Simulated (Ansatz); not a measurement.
## What biaxial strain −2.50 %, plane normal [001], relaxed out of plane does to Hf

Consider Hf in the hcp (Mg type) structure (space group P6_3/mmc, No. 194; a = 3.158 Å, c = 5.004 Å; relaxed with 0.1 eV smearing). Axes: x lies along a and z along c of the hexagonal cell.

It is then changed as follows: compressive biaxial strain of 2.50 % in the plane normal to [001], as in epitaxy on a mismatched substrate; the out-of-plane cell vector and the atoms relax.

Computed with Ansatz (a program for electronic structure), PBEsol, PAW, cutoff 420 eV, spin-orbit coupling left out. Γ-centred 21×21×12 mesh, Fermi–Dirac width 0.1 eV.

| quantity | base | changed | shift |
|---|---|---|---|
| shortest interatomic distance | 3.096 Å | 3.079 Å | -0.017 Å |
| pressure (mean of the normal stresses, compression positive) | 0.0 GPa | 3.7 GPa | +3.7 GPa |
| band gap | zero | zero | – |
| out-of-plane strain | – | +1.89 % | – |
| ratio −ε⊥/ε∥ | – | 0.76 | – |
| mean in-plane stress (compression positive) | – | +5.5 GPa | – |

Cost of the whole job for the changed cell (relaxation, final SCF and bands): around 2.3 core-minutes (rough).

Whether these cells are dynamically stable was not tested. The final runs are not spin-polarised.
